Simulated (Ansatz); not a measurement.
Consider the following.

```
CELL_PARAMETERS angstrom
      4.31455     0.00000     0.00000
     -2.15727     3.73651     0.00000
      0.00000     0.00000     4.69726
ATOMIC_POSITIONS crystal
  Ba 0.00000 0.00000 0.00000
  As 0.66667 0.33333 0.50000
  Pd 0.33333 0.66667 0.50000
```

Computed with PBEsol, DFPT electron-phonon coupling, linearised Boltzmann equation (plane waves, PAW, scalar-relativistic; Ansatz, a program for electronic structure). How the cell was made: relaxed with this functional, without spin-orbit coupling.

Question: Predict λ, the logarithmic mean phonon energy and the superconducting Tc for μ* = 0.13 referred to 12.0 meV.

Answer: λ = 0.57, ħω_log = 10.0 meV, Tc 1.43 K from the anisotropic Eliashberg equations. μ* is a chosen number, and Tc is 2.8 K at 0.08 and below 1 K at 0.16.

A metal at this level (no band gap). The phonons are harmonic. Spin-orbit coupling is left out. Spin fluctuations, which work against superconductivity with these elements, are left out. The run warned that the eigensolver left some states short of its tolerance. Halving the electron mesh (24x24x20) moves the coupling by up to 2 %, Tc by up to 5 %. Smearing 0.20 eV; phonons on a 4x4x3 q mesh, which this run doesn't test.

Computed structure with no diffraction record at hand here (it may be known, metastable or hypothetical): BaPdAs (P-6m2).
